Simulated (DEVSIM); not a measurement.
Device: illuminated Si n-on-p cell, one wavelength, at 350 K.

```csv
layer (left to right),material,thickness (μm),Nd (cm⁻³),Na (cm⁻³),τn (s),τp (s),absorption coefficient (cm⁻¹)
1,Si,0.430,4.1e18,-,1.8e-7,3.1e-7,4200
2,Si,130,-,3.7e16,3.5e-6,3.5e-6,4200
```

Left contact: ohmic, minority hole recombination velocity 800 cm/s. Right contact: ohmic, minority electron recombination velocity 50000 cm/s. Voltage is applied to the left contact. Recombination: SRH at mid-gap, radiative, Auger. Light enters at the left, 6e17 photons cm⁻² s⁻¹, one pass, no reflection. Mobility is μmin + (μ − μmin)/(1 + (N/Nref)^α).

Constants are typed, rounded textbook-type inputs, not results; the design itself was drawn at random and stands for no fabricated device. Values at 300 K; Nc and Nv go as T^1.5, mobilities as T to minus their exponent, the gap by Varshni's rule with the affinity fixed.

```csv
parameter,Si
gap (eV),1.124
affinity (eV),4.05
permittivity,11.7
Nc (cm⁻³),2.86e19
Nv (cm⁻³),3.1e19
μn (cm²/Vs),1417
μp (cm²/Vs),470
"μn,min",52
"μp,min",45
"Nref,n",9.7e16
"Nref,p",2.2e17
αn,0.68
αp,0.72
T exponent of μn,2.3
T exponent of μp,2.2
B (cm³/s),4.7e-15
Cn (cm⁶/s),2.8e-31
Cp (cm⁶/s),9.9e-32
Varshni α (eV/K),0.000473
Varshni β (K),636
```

Model (solved in DEVSIM): 1D drift-diffusion, Boltzmann statistics, complete ionisation; no tunnelling, impact ionisation, image-force lowering or self-heating.

Give the dark reverse current.


```json
[
 {"V (V)": "0.04", "J (A/cm²)": "1.1e-8"},
 {"V (V)": "0.10", "J (A/cm²)": "2.0e-8"},
 {"V (V)": "0.20", "J (A/cm²)": "3.2e-8"},
 {"V (V)": "0.30", "J (A/cm²)": "4.3e-8"},
 {"V (V)": "0.40", "J (A/cm²)": "5.3e-8"},
 {"V (V)": "0.60", "J (A/cm²)": "7.1e-8"},
 {"V (V)": "0.80", "J (A/cm²)": "8.7e-8"},
 {"V (V)": "1.00", "J (A/cm²)": "1.0e-7"},
 {"V (V)": "1.30", "J (A/cm²)": "1.2e-7"},
 {"V (V)": "1.60", "J (A/cm²)": "1.4e-7"},
 {"V (V)": "2.00", "J (A/cm²)": "1.6e-7"}
]
```
